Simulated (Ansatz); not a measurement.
The reference is CsAsF6 (space group R-3, No. 148; a = 7.839 Å, c = 7.917 Å (hexagonal axes); a cell from a computed database, its experimental status unchecked).

All numbers come from PBEsol in Ansatz (plane waves to 420 eV, PAW, without spin-orbit coupling).

For the base:

c/a ratio: 1.010
Band gap: 5.56 eV

It is then changed as follows: full substitution Cs → K, then cell and atoms are relaxed.

Tabulated Pauling electronegativity and covalent radius: Cs 0.79, 2.44 Å; K 0.82, 2.03 Å.

**Question.** Predict the new c/a ratio and band gap.

**Answer.** The c/a ratio decreases by 0.042 (1.010 → 0.968); the band gap shrinks by 0.251 eV to 5.30 eV.

No phonon test of stability was made.

Ansatz is a quantum-chemistry and plane-wave program.
